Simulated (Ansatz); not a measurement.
```yaml
crystal:
  lattice:
    - [3.73639, 0.00000, 0.00000]
    - [0.00000, 3.73639, 0.00000]
    - [1.86820, -1.86820, 2.83159]
  atoms:
    - { symbol: Ag, position: [0.00000, 0.00000, 0.00000] }
    - { symbol: Cl, position: [0.50000, 0.50000, 0.00000] }
```

No spin polarisation.

All numbers come from PBEsol (Ansatz, a program for electronic structure; PAW; 420 eV plane waves; no spin-orbit coupling). Settings: 10×10×10 k-points, 0.05 eV Fermi–Dirac smearing.

### Question
Estimate the gap character.

### Answer
Indirect, N → Γ.

### Question
What is the computed band gap?

### Answer
0.51 eV.

The cells carry an imposed strain or load. Stability against distortions was not tested. The cell was made from AgCl in the rock salt structure (space group Fm-3m, No. 225) by this change: biaxial strain −3.00 %, plane normal [001], relaxed out of plane.
